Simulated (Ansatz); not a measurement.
Ansatz (a program for electronic structure) run on a (001) slab of SrAg5 (cut from a parent of space group no. 191; 12 atoms in the cell): self-consistent single point.

Computed with PBEsol, default PAW files made with PBE (plane waves; Ansatz).

```xyz
12
Lattice="5.7276 0.0000 0.0000 -2.8638 4.9602 0.0000 0.0000 0.0000 20.9281" Properties=species:S:1:pos:R:3 pbc="T T T"
Sr     0.0000     0.0000     9.3094
Ag     2.8638     1.6534     9.3094
Ag     0.0000     3.3068     9.3094
Ag     2.8638     0.0000     7.0000
Ag     1.4319     2.4801     7.0000
Ag     4.2957     2.4801     7.0000
Sr     0.0000     0.0000    13.9281
Ag     2.8638     1.6534    13.9281
Ag     0.0000     3.3068    13.9281
Ag     2.8638     0.0000    11.6187
Ag     1.4319     2.4801    11.6187
Ag     4.2957     2.4801    11.6187
```

Reference input (self-consistent single point, DFT, PBEsol, plane waves, default PAW files made with PBE): basis.ecutwfc = 420 eV; kpoints.mp_grid.grid = 4 4 1; hamiltonian.xc = pbesol; hamiltonian.pseudopotentials = {kind: paw} (the program's default PAW files); scf.occupations.method = gaussian; scf.occupations.width = 0.1 eV. This run's input differs from it in these lines:

Ansatz 0.2 input:
```diff
@@ -22,3 +22,3 @@
 kpoints:
-  mp_grid: { grid: [4, 4, 1] }
+  mp_grid: { grid: [13, 13, 1] }
 hamiltonian:
```

Log, with long lists cut:

```
SCF iter   1: F=—  HF=-82205.605984 eV  |F-HF|=—  |Δ(HF+E_count)|=         —  Δρ=5.02e-3  dr2=1.34e0  ethr=1.77e-3  ⟨swp⟩=9.4  Hψ=12297  notcnv=0  defer=55
all-band conjugate gradients solve this SCF's bands
preconditioner: auto → LDOS
SCF iter   2: F=—  HF=-82205.594706 eV  |F-HF|=—  |Δ(HF+E_count)|=   1.13e-2  Δρ=6.87e-3  dr2=2.49e-1  ethr=6.38e-4  ⟨swp⟩=2.1  Hψ=4397  notcnv=0  defer=285
   [... lines left out ...]
SCF iter   6: F=—  HF=-82205.525507 eV  |F-HF|=—  |Δ(HF+E_count)|=   3.80e-5  Δρ=5.90e-5  dr2=2.83e-5  ethr=8.39e-8  ⟨swp⟩=2.0  Hψ=3561  notcnv=0  defer=285
SCF iter   7: F=—  HF=-82205.525962 eV  |F-HF|=—  |Δ(HF+E_count)|=   4.55e-4  Δρ=2.13e-5  dr2=3.75e-6  ethr=1.35e-8  ⟨swp⟩=2.0  Hψ=4220  notcnv=0  defer=179
SCF iter   8: F=—  HF=-82205.525962 eV  |F-HF|=—  |Δ(HF+E_count)|=   7.45e-7  Δρ=7.28e-6  dr2=4.65e-7  ethr=1.79e-9  ⟨swp⟩=2.0  Hψ=3982  notcnv=0  defer=179
SCF iter   9: F=-82205.525963 eV  HF=-82205.525963 eV  |F-HF|=4.37e-9  |Δ(HF+E_count)|=   1.48e-7  Δρ=2.88e-6  dr2=7.47e-8  ethr=4.76e-11  ⟨swp⟩=15.5  Hψ=13972  notcnv=0
SCF 1 converged in 9 iterations: F = -82205.525963 eV  dr2 = 7.47e-8
Free energy (F): -82205.525963 eV
Internal energy: -82205.500370 eV  (E = F + TS)
E sigma→0 (E₀):  -82205.513166 eV
Entropy (-TS):   -0.025593 eV (-2.133 meV/atom)
Fermi energy:    3.665094 eV
--- Forces (eV/Å), atoms counted from 1 ---
  atom   1  Sr    -0.00000000    -0.00000000    -0.18313264
  atom   2  Ag    -0.00000000     0.00000000    -0.07526278
  atom   3  Ag    -0.00000000    -0.00000000    -0.07526278
  atom   4  Ag     0.00000000    -0.00000000     0.32792945
  atom   5  Ag     0.00000000     0.00000000     0.32792945
  atom   6  Ag     0.00000000    -0.00000000     0.32792945
  atom   7  Sr    -0.00000000     0.00000000    -0.19720360
  atom   8  Ag    -0.00000000     0.00000000    -0.18749093
   [... lines left out ...]
  atom  12  Ag    -0.00000000     0.00000000    -0.02601906
--- Stress (GPa, compression-positive) ---
       -2.162225       0.000000      -0.000000
        0.000000      -2.162225      -0.000000
       -0.000000      -0.000000      -1.375745
  P = ⅓ Tr σ = -1.9001 GPa (-19.001 kbar)
  The stress holds the Pulay correction. Without it, at fixed plane waves, as pw.x and ABINIT print it: P = -1.9128 GPa
```

The run converged in 9 iterations. Against the reference run the free energy falls by 5.7 meV/atom and the largest force goes from 0.314 to 0.328 eV/Å.

The starting cell comes from a database of computed structures (which also holds hypothetical and non-ambient phases and stackings), without a prior relaxation at this level. The slab is cut from that crystal, and its faces are unrelaxed. Its lattice was rescaled by up to half a per cent. The two faces of this cut differ, and no dipole correction was used.

Cost on one core of a shared machine: roughly 2 min.
